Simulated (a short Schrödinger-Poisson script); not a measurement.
Structure: gated In0.52Al0.48As/In0.53Ga0.47As δ-doped gas in a quantum well, at 300 K.

| layer | material | thickness (nm) | Na (cm⁻³) |
|---|---|---|---|
| 1 | In0.52Al0.48As | 30 | - |
| 2 | In0.52Al0.48As | 2 | - |
| 3 | In0.53Ga0.47As | 8 | - |
| 4 | In0.52Al0.48As | 4000 | 8e14 |

The device is made up for the run: typed textbook-type constants, with dimensions and the other settings drawn at random. In0.52Al0.48As: permittivity 12.5, conduction-band edge (eV) 0.52, gap (eV) 1.45, electron mass (mₑ) 0.075, Nv at 300 K (cm⁻³) 1.1e19. In0.53Ga0.47As: permittivity 13.9, conduction-band edge (eV) 0, gap (eV) 0.74, Nv at 300 K (cm⁻³) 7.7e18.

Channel valleys (confinement mass, in-plane density-of-states mass, number): Γ 0.041, 0.041, 1. At the gate the conduction-band edge of layer 1 lies 0.65 eV − eVg above the Fermi level of the channel; the field vanishes at the back. Sheet of ionised δ-doping: +4.4e12 e/cm² at 30 nm from the gate. The barrier under the gate holds no holes. Gaps are held at their typed values at every temperature. Mesh 0.08 nm at interfaces.

Solved with a short Schrödinger-Poisson script written for these runs: 1D Poisson equation in equilibrium, electrons quantum, Hartree (BenDaniel-Duke, 40 states a valley, the channel's in-plane mass for all, wave functions free to enter the barrier), parabolic valleys, classical holes, full ionisation, no traps, pinning or gate leakage.

Q: List the lowest subbands of each valley and their electrons at Vg = 0.4 V.

A: 
```csv
valley,subband,energy from the Fermi level (meV),electrons (cm⁻²),share (%)
Γ,0,-201.2,3.45e12,90.6
Γ,1,-3.8,3.40e11,9.0
Γ,2,90.3,1.33e10,0.3
```

All electrons: 3.80e12 cm⁻². Above a few 1e12 electrons/cm² a light Γ valley is non-parabolic and upper valleys begin to fill, which the model leaves out.
